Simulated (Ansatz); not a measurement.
The structure below was relaxed with plane-wave PAW DFT at the PBEsol level (Ansatz, an electronic-structure program, 420 eV), scalar-relativistic without spin-orbit coupling, earlier PAW set.

Space group Pm-3m (No. 221); a = b = c = 3.144 Å, α = β = γ = 90.00°

```json
[
 {"atom": "Tl", "site": "1a", "symmetry": "m-3m", "x": "0.0000", "y": "0.0000", "z": "0.0000"}
]
```

### Question
Write out a cell with all atoms.

### Answer
```xyz
1
Lattice="3.1436 0.0000 0.0000 0.0000 3.1436 0.0000 0.0000 0.0000 3.1436" Properties=species:S:1:pos:R:3 pbc="T T T"
Tl     0.0000     0.0000     0.0000
```
This is the conventional cell.

Whether these cells are dynamically stable was not tested. The cell was made from Sb by this change: Sb → Tl; the result is a hypothetical phase, not in the database extracts checked.
